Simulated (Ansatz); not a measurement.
**Mg2Sn, response to strain**

Consider Mg$_{2}$Sn (space group Fm-3m, No. 225; a = 6.747 Å; relaxed with 0.1 eV smearing). Axes: x, y, z lie along the cube axes.

Strains are applied to the cell and any free atomic positions relax; under biaxial strain the out-of-plane vector relaxes too.

Calculations: Ansatz (an electronic-structure program) PBEsol, scalar-relativistic without spin-orbit coupling.

Notes on the quantities. energy relative to the base: free energy F.

| variant | ratio −ε⊥/ε∥ | energy relative to the base |
|---|---|---|
| base | – | 0 meV/atom |
| biaxial strain −3.00 %, plane normal [001], relaxed out of plane | 0.73 | +13 meV/atom |
| biaxial strain −2.50 %, plane normal [001], relaxed out of plane | 0.73 | +8.8 meV/atom |
| biaxial strain −1.00 %, plane normal [001], relaxed out of plane | 0.72 | +1.4 meV/atom |
| biaxial strain −0.50 %, plane normal [001], relaxed out of plane | – | +0.3 meV/atom |
| biaxial strain +0.50 %, plane normal [001], relaxed out of plane | – | +0.3 meV/atom |
| biaxial strain +1.50 %, plane normal [001], relaxed out of plane | 0.74 | +2.9 meV/atom |
| biaxial strain +2.00 %, plane normal [001], relaxed out of plane | 0.74 | +5.0 meV/atom |
| biaxial strain +2.50 %, plane normal [001], relaxed out of plane | 0.74 | (withheld) |
| biaxial strain +3.00 %, plane normal [001], relaxed out of plane | 0.73 | (withheld) |

**Question.** Fill in the withheld entries from the trend.

**Answer.** 
- biaxial strain +2.50 %, plane normal [001], relaxed out of plane, energy relative to the base: +7.7 meV/atom
- biaxial strain +3.00 %, plane normal [001], relaxed out of plane, energy relative to the base: +11 meV/atom

Whether these cells are dynamically stable was not tested.
